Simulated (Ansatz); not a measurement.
Consider ZrO$_{2}$ (space group P4_2/nmc, No. 137; a = 3.5844 Å, c = 5.1771 Å).

Level of theory: Ansatz (a quantum-chemistry and plane-wave program) PBEsol, no SOC.

Base values:

The gap between the host's bands comes out as 4.00 eV and the gap character is indirect, M–Γ (56 % along) → Γ.

Modification: 0.133 electrons added to each cell, a density of 2.0×10^21 cm⁻³, with a uniform compensating background at fixed cell and a 300 K Fermi–Dirac width.

**Question.** Estimate the effect on the gap between the host's bands, Fermi level from band edge and gap character.

**Answer.** The gap between the host's bands rises by 0.05 eV (4.00 eV → 4.05 eV); the Fermi level relative to the doped band's edge (positive inside the band; to 0.05 eV) amounts to +0.40 eV; the gap character is still indirect, M–Γ (56 % along) → Γ.

Carriers are added with a uniform compensating background; total energy and stress of such cells depend on the potential's zero and are not compared; many-body gap narrowing is missing at this level. Whether these cells are dynamically stable was not tested. This is not the structure that ZrO2 has at room temperature and ambient pressure.
